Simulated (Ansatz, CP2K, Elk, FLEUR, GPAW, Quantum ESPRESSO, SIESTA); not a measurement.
## InSb (F-43m, 2 atoms in the cell) computed with different codes at matched settings

Self-consistent single point, at a second geometry (lattice scaled by 0.98). First geometry:

```
InSb
1.0
    0.00000     3.24000     3.24000
    3.24000     0.00000     3.24000
    3.24000     3.24000     0.00000
In Sb
1 1
Direct
  0.00000   0.00000   0.00000
  0.25000   0.25000   0.25000
```

Shared settings, as Ansatz (a first-principles code) writes them: kpoints.mp_grid.grid = 6 6 6; scf.occupations.method = fermi_dirac; scf.occupations.width = 0.05 eV. Potentials and cutoffs stand in the table.

```json
[
 {"code": "SIESTA", "model": "GGA PBE, numerical atomic orbitals DZP, PseudoDojo PBE standard norm-conserving potentials (rewritten from UPF to PSML)", "ΔF from the first geometry (meV/atom)": "63.7", "pressure (GPa)": "7.09", "cutoff": "grid 350 Ry"},
 {"code": "FLEUR", "model": "PBE, all-electron FLAPW (FLEUR), scalar-relativistic valence", "ΔF from the first geometry (meV/atom)": "61.0", "pressure (GPa)": "–", "cutoff": "Kmax 4.1 1/bohr"},
 {"code": "GPAW", "model": "PBE, GPAW PAW datasets PBE (gpaw-data 1.0.1)", "ΔF from the first geometry (meV/atom)": "55.6", "pressure (GPa)": "6.06", "cutoff": "550 eV"},
 {"code": "Quantum ESPRESSO", "model": "PBE, PSlibrary PAW (PBE, semicore) pseudopotentials", "ΔF from the first geometry (meV/atom)": "61.8", "pressure (GPa)": "5.36", "cutoff": "55 Ry"},
 {"code": "CP2K", "model": "PBE, GPW, TZVP-MOLOPT-SR-GTH basis, GTH-PBE potentials (GTH_POTENTIALS)", "ΔF from the first geometry (meV/atom)": "68.3", "pressure (GPa)": "7.37", "cutoff": "grid 500 Ry"},
 {"code": "Elk", "model": "PBE, all-electron FP-LAPW, Elk's shipped species files, APW+lo basis with extra local orbitals", "ΔF from the first geometry (meV/atom)": "59.9", "pressure (GPa)": "–", "cutoff": "rgkmax 7.5"},
 {"code": "Ansatz", "model": "PBE, default PAW files", "ΔF from the first geometry (meV/atom)": "60.4", "pressure (GPa)": "6.63", "cutoff": "default"}
]
```

For Quantum ESPRESSO (by 1.3 GPa) the energy change implies a higher mean pressure, against the two pressures, than for the other programs: a sign of finite-basis (Pulay) stress.

A dash marks a value that a program does not give, or that is left out as unsure.

On Ansatz's run: spin-orbit coupling is off.

The spread over the programs that give each value: ΔF from the first geometry within 12.7 meV/atom; pressure within 2.01 GPa.

SIESTA and CP2K use small atom-centred bases, whose incompleteness enters pressures, forces and empty levels differently from a plane-wave cutoff. FLEUR and Elk treat all electrons, but the usual bases taken here (sphere radii, linearisation, local orbitals, empty states) were not tested for convergence, so the values are no reference for the others. Ansatz's pressure is given at a fixed set of plane waves, as the other plane-wave codes print theirs; with its correction for the finite basis it is 6.66 GPa. In the pressure, SIESTA (by 1.02) and CP2K (by 1.30) lie more than 1 GPa from the median of the plane-wave programs.

The starting cell has typed, rounded lattice constants, without a prior relaxation at this level. For this run, on top of that: lattice scaled by 0.98.

Left out of this page: ABINIT (with a known weakness of the program).

Keys are those of Ansatz 0.2.
